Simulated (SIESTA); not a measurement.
Input and output of a relaxation of cell and atoms for C (P6_3/mmc, 2 atoms in the cell) (SIESTA).

Method of the run: GGA PBE, numerical atomic orbitals DZP, PseudoDojo PBE standard norm-conserving potentials (rewritten from UPF to PSML) run with SIESTA.

```xyz
2
Lattice="2.2172 0.0000 0.0000 -1.1086 1.9201 0.0000 0.0000 0.0000 3.5998" Properties=species:S:1:pos:R:3 pbc="T T T"
C      0.0000     1.2801     0.9000
C      1.1086     0.6400     2.6999
```

Reference input (self-consistent single point, DFT, GGA PBE, numerical atomic orbitals DZP, PseudoDojo PBE standard norm-conserving potentials (rewritten from UPF to PSML)): XC.functional = GGA; XC.authors = PBE; potentials = PseudoDojo PBE standard; PAO.BasisSize = DZP; PAO.EnergyShift = 0.01 Ry; MeshCutoff = 400 Ry; kgrid.MonkhorstPack = 17 17 9; OccupationFunction = MP; OccupationMPOrder = 0; ElectronicTemperature = 580.23 K; MaxSCFIterations = 150; SCF.Mixer.Method = Pulay. This run's input differs from it in these lines:

```diff
@@ -41,2 +41,7 @@
 Diag.ParallelOverK           true
+MD.TypeOfRun                 FIRE
+MD.Steps                     40
+MD.MaxForceTol               0.02 eV/Ang
+MD.VariableCell              true
+MD.MaxStressTol              0.05 GPa
 WriteForces                  true
```

Output, abridged:

```
        iscf     Eharris(eV)        E_KS(eV)     FreeEng(eV)     dDmax    Ef(eV) dHmax(eV)
   scf:    1     -317.203831     -318.510325     -318.510650  0.323721 -3.801525  0.412298
   scf:    2     -318.522215     -318.516356     -318.516682  0.014917 -3.884269  0.288260
   scf:    3     -318.527090     -318.522190     -318.522522  0.033912 -4.076581  0.002953
   scf:    4     -318.522194     -318.522192     -318.522524  0.000567 -4.075912  0.000692
   scf:    5     -318.522192     -318.522192     -318.522524  0.000136 -4.076366  0.000055
   scf:    6     -318.522192     -318.522192     -318.522524  0.000012 -4.076327  0.000001
mix: Pulay -- inversion failed, > SVD [rank/size] 4 / 5
   scf:    7     -318.522192     -318.522192     -318.522524  0.000000 -4.076327  0.000001
SCF Convergence by DM+H criterion
max |DM_out - DM_in|         :     0.0000000617
max |H_out - H_in|      (eV) :     0.0000009606
SCF cycle converged after 7 iterations

Using DM_out to compute the final energy and forces

siesta: E_KS(eV) =             -318.5222

siesta: E_KS - E_eggbox =      -318.5222

siesta: Atomic forces (eV/Ang):
     1    0.000001    0.000001   -0.000000
   [... lines left out ...]
siesta: Pressure (static):        -85.07105398  kBar
siesta: Pressure (total):        -85.07105398  kBar
No target stress found, assuming hydrostatic MD.TargetPressure.
Target stress (kBar)
outcell: Cell volume (Ang**3)        :     13.9739
        iscf     Eharris(eV)        E_KS(eV)     FreeEng(eV)     dDmax    Ef(eV) dHmax(eV)
siesta: Pressure (static):        -37.30090205  kBar
siesta: Pressure (total):        -37.30090205  kBar
outcell: Cell volume (Ang**3)        :     13.9739
siesta: FreeEng =      -318.918065
   [... lines left out ...]
siesta:      1    0.869640    1.315912   -0.009097
siesta:      2   -0.869640   -1.315912    0.009097
siesta: ----------------------------------------
siesta:    Tot    0.000000   -0.000000   -0.000000

siesta: Stress tensor (static) (eV/Ang**3):
siesta:    -0.007979    0.020108   -0.000264
siesta:     0.020108    0.014772   -0.000479
siesta:    -0.000264   -0.000479    0.063051

siesta: Constrained stress tensor (static) (eV/Ang**3):
siesta:    -0.007979    0.020108   -0.000264
siesta:     0.020108    0.014772   -0.000479
siesta:    -0.000264   -0.000479    0.063051

siesta: Cell volume =         13.973915 Ang**3

siesta: Pressure (static):
siesta:                Solid            Molecule  Units
siesta:          -0.00025357         -0.00025307  Ry/Bohr**3
siesta:          -0.02328139         -0.02323551  eV/Ang**3
siesta:         -37.30090205        -37.22738718  kBar
```

The relaxation ended unconverged. 

The starting cell was generated: these elements placed on a structure prototype, without a prior relaxation; it need not be a known phase or ordering of this composition. Its lattice was rescaled by a random factor within 2.5 % of one. Values carry the incompleteness of an atom-centred basis.

Cost on one core of a shared machine: roughly 8 min.
